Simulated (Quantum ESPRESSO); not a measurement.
Habitual settings against a tight run: YZn2 (Fd-3m, 6 atoms in the cell)

Self-consistent single point.

```
CELL_PARAMETERS angstrom
      0.00000     3.80046     3.80046
      3.80046     0.00000     3.80046
      3.80046     3.80046     0.00000
ATOMIC_POSITIONS crystal
  Y  0.00000 0.00000 0.00000
  Y  0.25000 0.25000 0.25000
  Zn 0.12500 0.62500 0.62500
  Zn 0.62500 0.62500 0.12500
  Zn 0.62500 0.12500 0.62500
  Zn 0.62500 0.62500 0.62500
```

Computed with LDA (PZ), PSlibrary PAW (LDA) pseudopotentials (plane waves; Quantum ESPRESSO).

Base settings: ecutwfc = 50 Ry; ecutrho = 350 Ry; occupations = smearing; smearing = gauss; degauss = 0.0073499 Ry; potentials = {Y: Y.pz-spn-kjpaw_psl.1.0.0.UPF, Zn: Zn.pz-dn-kjpaw_psl.1.0.0.UPF}; K_POINTS = automatic 5 5 5 0 0 0; conv_thr = 1e-10 Ry; mixing_beta = 0.4.

Tight run (finer mesh or higher cutoff; not a proven limit): ecutwfc: 50 Ry → 70 Ry; ecutrho: 350 Ry → 490 Ry; conv_thr: 1e-10 Ry → 7.3e-11 Ry; K_POINTS: automatic 5 5 5 0 0 0 → automatic 7 7 7 0 0 0. It gave Fermi level (on the code's own zero) 11.66 eV; pressure -3.40 GPa.

Quick runs, as changes from the base:
- A: the base itself
- B: ecutwfc: 50 Ry → 30 Ry; ecutrho: 350 Ry → 210 Ry; smearing: gauss → cold; degauss: 0.0073499 Ry → 0.019992 Ry; conv_thr: 1e-10 Ry → 7.3e-05 Ry; K_POINTS: automatic 5 5 5 0 0 0 → automatic 1 1 1 0 0 0
- C: ecutwfc: 50 Ry → 35 Ry; ecutrho: 350 Ry → 245 Ry; smearing: gauss → cold; degauss: 0.0073499 Ry → 0.019992 Ry; K_POINTS: automatic 5 5 5 0 0 0 → automatic 4 4 4 0 0 0
- D: ecutwfc: 50 Ry → 25 Ry; ecutrho: 350 Ry → 175 Ry; pseudopotentials: {Y: Y.pz-spn-kjpaw_psl.1.0.0.UPF, Zn: Zn.pz-dn-kjpaw_psl.1.0.0.UPF} → {Y: Y.pbe-spn-kjpaw_psl.1.0.0.UPF, Zn: Zn.pbe-dn-kjpaw_psl.1.0.0.UPF}; K_POINTS: automatic 5 5 5 0 0 0 → automatic 4 4 4 0 0 0; input_dft: default → pbesol [PBEsol]

Energies are extrapolated to zero smearing width, which holds to low order in the width alone (under cold and Methfessel-Paxton smearing the free energy itself is taken).

Dashes: pressure of B, not trusted under this conv_thr with d or f elements; energy of D, another energy zero.

† marks runs with another functional, U, potentials or spin treatment: their distance from the tight run is not a convergence error alone.

The count of work is k-points × plane waves × bands × iterations; it is no time. 

The starting cell comes from a database of computed structures (which also holds hypothetical and non-ambient phases and stackings), without a prior relaxation at this level. Its lattice was rescaled by a random factor within 2.5 % of one. In the base run, with a pressure of about -5 GPa the cell is away from its equilibrium volume at this level.

```csv
run,energy less tight (meV/atom),pressure less tight (GPa),count of work / tight
A,31.1,-1.34,0.28
B,1851.7,–,0.0077
C,137.5,-8.10,0.14
D†,–,-192.26,0.086
```

Among the runs at the tight run's level, the energy misses run from 31.1 to 1851.7 meV/atom.

Left out of this page: 2 runs of the series outside the window shown, repeating another row's setting, or not comparable.
